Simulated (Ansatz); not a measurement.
## InAgTe2 under a change: In vacancy, symmetric start

The parent structure is a 16-atom supercell of InAgTe₂ in the chalcopyrite structure (space group I-42d, No. 122; a = 6.4311 Å, c = 12.7674 Å) at its relaxed geometry.

It is then changed as follows: a neutral In vacancy, symmetric start, atoms relaxed at fixed cell.

Level of theory: Ansatz (a quantum-chemistry and plane-wave program) PBEsol, without spin-orbit coupling. Γ-centred 3×4×4 mesh, Fermi–Dirac width 0.05 eV.

The pressure goes from zero to -2.3 GPa and the energy gained by relaxation comes out as 0.20 eV. The largest displacement of a host atom from its site in the perfect cell amounts to 0.20 Å and the mean distance from the defect site to its nearest host atoms shrinks by 0.17 Å to 2.64 Å.

The cell is small, so the values are those of an ordered compound at a high defect concentration; dilute-limit values will differ. A case with no gap was solved on a k-mesh chosen for an insulator, which is coarse for it. The defect started on the symmetric site and kept its symmetry, so it may sit on a saddle. All final runs are without spin polarisation. The defect cell is not spin-polarised.
